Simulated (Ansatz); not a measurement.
Response to strain in ZrC

Start from ZrC in the rock salt structure (space group Fm-3m, No. 225; a = 4.669 Å; relaxed with 0.1 eV smearing).

Strains are applied to the cell and any free atomic positions relax.

Method: PBEsol (Ansatz, a first-principles code; PAW; 420 eV plane waves; without spin-orbit coupling).

```csv
isotropic strain (%),pressure (GPa)
-3,25.9
-2,16.2
-1.5,?
-1,7.6
0,0.0
1,-6.6
1.5,-9.6
2.5,-15.1
3,-17.5
```

Task: Fit P = P₀ − Bδ + Cδ² with δ = (1 + ε)³ − 1 to the rows shown and predict the withheld row.

Result: Least squares on the printed values gives P₀ = 0.1 GPa, B = 242 GPa, C = 590 GPa (largest residual 0.2 GPa); this predicts 12.0 GPa, and the run gives 11.7 GPa, 0.3 lower.

Stability against distortions was not tested. The final runs are not spin-polarised.
